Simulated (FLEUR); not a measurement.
Band structure of BaGaSi (P-6m2, 3 atoms in the cell).

```xyz
3
Lattice="4.2836 0.0000 0.0000 -2.1418 3.7097 0.0000 0.0000 0.0000 5.2381" Properties=species:S:1:pos:R:3 pbc="T T T"
Ba     0.0000     0.0000     0.0000
Ga     0.0000     2.4731     2.6191
Si     2.1418     1.2366     2.6191
```

Level of theory: PBEsol, all-electron FLAPW (FLEUR), scalar-relativistic valence.

Settings: Kmax = 4.6 1/bohr; GmaxXC = 18.4 1/bohr; xcFunctional = PBEs; jspins = 1; l_soc = F; mode = hist; fermiSmearingEnergy = 0.00367493 Htr; mesh (inpgen div1-3) = 7 7 5; inpgen gamma flag = false; Gmax = 18.4 1/bohr; numbands = 0; maxIterBroyd = 25; imix = Anderson; alpha = 0.05.

The starting cell comes from a database of computed structures (which also holds hypothetical and non-ambient phases and stackings), without a prior relaxation at this level. Its lattice was rescaled by a random factor within 2.5 % of one. Values depend on the basis (sphere radii, cutoffs, local orbitals), which need not be converged.

Levels in eV from the Fermi level, bands 11 to 18:
```csv
point,11,12,13,14,15,16,17,18
Γ,-1.58,-0.98,-0.98,-0.32,-0.09,2.88,2.88,3.67
M,-6.41,-1.94,-1.80,-0.51,1.20,2.02,2.94,3.91
K,-6.42,-3.89,-1.19,-0.58,2.08,2.15,3.64,5.33
A,-3.56,-0.69,-0.69,0.20,1.61,1.61,1.90,2.34
L,-5.95,-2.36,-1.37,-0.60,0.96,3.12,3.79,5.30
H,-6.73,-3.10,-0.94,-0.27,2.99,3.77,3.83,4.66
```
